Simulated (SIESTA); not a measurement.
Input and output of a self-consistent single point for Hf6CoBi2 (P-62m, 9 atoms in the cell) (SIESTA).

Method: SIESTA 5.4.2 with LDA PW92, numerical atomic orbitals TZP, PseudoDojo LDA standard norm-conserving potentials (rewritten from UPF to PSML).

The change in words: lattice scaled by 1.015. Reference geometry:
```xyz
9
Lattice="7.8026 0.0000 0.0000 -3.9013 6.7572 0.0000 0.0000 0.0000 3.6142" Properties=species:S:1:pos:R:3 pbc="T T T"
Hf     4.7708     0.0000     1.8071
Hf     1.5159     2.6256     1.8071
Hf    -2.3854     4.1316     1.8071
Hf     1.8210     0.0000     0.0000
Hf     2.9908     5.1801     0.0000
Hf    -0.9105     1.5771     0.0000
Co     0.0000     0.0000     1.8071
Bi     0.0000     4.5048     0.0000
Bi     3.9013     2.2524     0.0000
```

Reference input (self-consistent single point, DFT, LDA PW92, numerical atomic orbitals TZP, PseudoDojo LDA standard norm-conserving potentials (rewritten from UPF to PSML)): XC.functional = LDA; XC.authors = PW92; potentials = PseudoDojo LDA standard; PAO.BasisSize = TZP; PAO.EnergyShift = 0.005 Ry; MeshCutoff = 350 Ry; kgrid.MonkhorstPack = 3 3 6; OccupationFunction = FD; ElectronicTemperature = 50 meV; MaxSCFIterations = 150; SCF.Mixer.Method = Pulay; SCF.Mixer.Weight = 0.2. This run's input differs from it in these lines:

```diff
@@ -13,5 +13,5 @@
 %block LatticeVectors
-    14.744701471    0.000000000    0.000000000
-    -7.372350735   12.769285715    0.000000000
-     0.000000000    0.000000000    6.829829262
+    14.965871237    0.000000000    0.000000000
+    -7.482935619   12.960824576    0.000000000
+     0.000000000    0.000000000    6.932276985
 %endblock LatticeVectors
@@ -19,11 +19,11 @@
 %block AtomicCoordinatesAndAtomicSpecies
-     4.770797286    0.000000000    1.807095000  1
-     1.515881357    2.625583460    1.807095000  1
-    -2.385398643    4.131631540    1.807095000  1
-     1.821039478    0.000000000    0.000000000  1
-     2.990760261    5.180148591    0.000000000  1
-    -0.910519739    1.577066409    0.000000000  1
-     0.000000000    0.000000000    1.807095000  2
-    -0.000003901    4.504812252    0.000000000  3
-     3.901283901    2.252402748    0.000000000  3
+     4.842359001    0.000000000    1.834201500  1
+     1.538619499    2.664967125    1.834201500  1
+    -2.421179501    4.193605875    1.834201500  1
+     1.848354977    0.000000000    0.000000000  1
+     3.035621511    5.257850648    0.000000000  1
+    -0.924177489    1.600722352    0.000000000  1
+     0.000000000    0.000000000    1.834201500  2
+    -0.000003960    4.572384286    0.000000000  3
+     3.959802960    2.286188714    0.000000000  3
 %endblock AtomicCoordinatesAndAtomicSpecies
```

Output (repeated stretches shortened):

```
        iscf     Eharris(eV)        E_KS(eV)     FreeEng(eV)     dDmax    Ef(eV) dHmax(eV)
   scf:    1   -17778.341190   -17812.153434   -17812.189059  1.616508 -3.816110  6.603703
   scf:    2   -17794.981407   -17810.082893   -17810.126906  0.533785 -3.682122 19.847821
   scf:    3   -17812.215251   -17816.295416   -17816.327794  0.275890 -3.941948  4.193855
   scf:    4   -17817.706082   -17817.481627   -17817.518743  0.128218 -3.989055  2.520107
   scf:    5   -17818.212186   -17817.933520   -17817.974740  0.130270 -4.188819  1.365851
   [... 6 lines left out ...]
   scf:   12   -17817.984553   -17817.984553   -17818.025150  0.000071 -4.221397  0.001827
   scf:   13   -17817.984554   -17817.984553   -17818.025150  0.000090 -4.221500  0.001223
   scf:   14   -17817.984555   -17817.984554   -17818.025150  0.000127 -4.221683  0.000717
   scf:   15   -17817.984555   -17817.984555   -17818.025150  0.000019 -4.221724  0.000193
SCF Convergence by DM+H criterion
max |DM_out - DM_in|         :     0.0000187223
max |H_out - H_in|      (eV) :     0.0001929944
SCF cycle converged after 15 iterations

Using DM_out to compute the final energy and forces

siesta: E_KS(eV) =           -17817.9846

siesta: E_KS - E_eggbox =    -17817.9846

siesta: Atomic forces (eV/Ang):
     1    0.339967   -0.000012    0.000000
     2   -0.169977   -0.294408   -0.000000
     3   -0.169994    0.294414   -0.000000
     4   -0.538215    0.000010    0.000000
     5    0.269098    0.466092   -0.000000
     6    0.269116   -0.466102   -0.000000
     7   -0.000001   -0.000002    0.000000
     8    0.000010    0.000021    0.000000
     9    0.000013    0.000020    0.000000
   Tot    0.000019    0.000033    0.000000
   Max    0.538215
   Res    0.212196    sqrt( Sum f_i^2 / 3N )
   [... lines left out ...]
siesta: FreeEng =    -17818.025150
   [... lines left out ...]
siesta:     0.072068    0.000000    0.000000
siesta:     0.000000    0.072068   -0.000000
siesta:     0.000000    0.000000    0.071697

siesta: Cell volume =        199.257163 Ang**3

siesta: Pressure (static):
siesta:                Solid            Molecule  Units
siesta:          -0.00078357         -0.00084779  Ry/Bohr**3
siesta:          -0.07194437         -0.07784020  eV/Ang**3
siesta:        -115.26759080       -124.71375457  kBar
```

The run converged in 15 iterations. Against the reference run the free energy rises by 56.0 meV/atom, the pressure goes from -6.82 to -11.53 GPa and the largest force goes from 0.282 to 0.538 eV/Å.

The starting cell comes from a database of computed structures (which also holds hypothetical and non-ambient phases and stackings), without a prior relaxation at this level. For this run, on top of that: lattice scaled by 1.015. Spin polarisation is off. Values carry the incompleteness of an atom-centred basis.

Cost on one core of a shared machine: roughly 6 min.
